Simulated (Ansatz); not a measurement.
## LaTiO2N (I2₁2₁2₁, No. 24, 10 atoms in the cell; start mp-1222738)

Method: PBEsol (plane waves, PAW; Ansatz, a first-principles code).

Settings: plane-wave cutoff 520 eV, 8×8×8 k mesh, Fermi–Dirac smearing 0.01 eV, no spin polarisation, scalar-relativistic PAW data made under PBE.

Cell (relaxed at this level):

Space group I2₁2₁2₁ (No. 24); a = 5.5759 Å, b = 5.6021 Å, c = 7.7207 Å, α = β = γ = 90.00°

| atom | site | symmetry | x | y | z |
|---|---|---|---|---|---|
| La | 4b | .2. | 0.2500 | 0.5077 | 0.0000 |
| Ti | 4a | 2.. | 0.2688 | 0.0000 | 0.2500 |
| N | 4c | ..2 | 0.0000 | 0.2500 | 0.7138 |
| O | 4b | .2. | 0.2500 | 0.0757 | 0.0000 |
| O | 4c | ..2 | 0.0000 | 0.2500 | 0.2964 |
(The calculation used a cell of 10 atoms; values per cell refer to that cell.)

band gap: 1.29 eV
smallest direct gap on the k points sampled: 1.36 eV
direct gap at Γ: 1.40 eV

Spin–orbit coupling is not included.

Static lattice: no zero-point or thermal effects.

A start named mp-… is a Materials Project structure, which need not be a measured phase.
